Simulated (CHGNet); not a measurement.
## White tin (β-Sn)

Level of theory: the machine-learned potential CHGNet-r²SCAN (trained on r²SCAN data).

Cell: relaxed at this level.

| Quantity | Result |
|---|---|
| lattice constant a | 5.135 Å |
| lattice parameter c | 5.007 Å |

Measured, for comparison: lattice constant a 5.831 Å, lattice parameter c 3.181 Å (293 K, no zero-point or thermal correction; as tabulated in Wikipedia's data pages). Computed (rounded) less measured: lattice constant a -11.9 %, lattice parameter c +57.4 %.

A machine-learned potential is trained on density-functional data: it inherits that level's misses and adds fitting errors of its own.

Note: the model's c/a of 0.97 is far from the 0.55 of the starting cell; this model's volume lies 22 % above that of the starting cell (a measured, published or database cell).
